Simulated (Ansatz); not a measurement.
Cost and result by functional for the surface energy, mean of two unlike faces, of the (100) surface of cubic CsPbCl3 (a phase of room or higher temperature, not the 0 K ground state) in its 1x1 cell (cut with top plane Cl + Cs, bottom plane 2 Cl + Pb), relaxed from an ideal cut (the real face may reconstruct), with unlike faces, outermost plane spacing 2.87 Å in the ideal cut, in Ansatz (plane waves, PAW). Single points on the PBE structure, on one kind of machine; costs are rough ratios of the slab run's core time (references not counted) to the cheapest single point. r2SCAN's cost holds its higher cutoff (500 against 420 eV). Differences are taken against HSE06 for comparison alone: no measured value is at hand, so the table doesn't rank accuracy. HSE06 ran on a coarser k-mesh, which lowers its cost and carries part of its shift.

Slab: 15 atoms, Cl9Cs3Pb3, 14.3 Å thick at the start; k 5x5x1, smearing 0.025 eV, dipole-corrected; all atoms relaxed; symmetry of the start imposed; no spin, no spin-orbit, no U. These notes are the PBE run's.

```tsv
functional	relative cost	surface energy, mean of two unlike faces, (J/m²)	less HSE06 (J/m²)
RPBE	1	0.08	-0.03
PBEsol	1	0.10	-0.01
LDA	1	0.13	0.02
r2SCAN	2	0.12	0.01
HSE06	20	0.11	0.00
PBE (the relaxed run's value)	–	0.10	-0.02
```

The values span 0.05 J/m², while the single points' costs differ by a factor of roughly 20. Differences are of unrounded values.

Ansatz is a first-principles code.
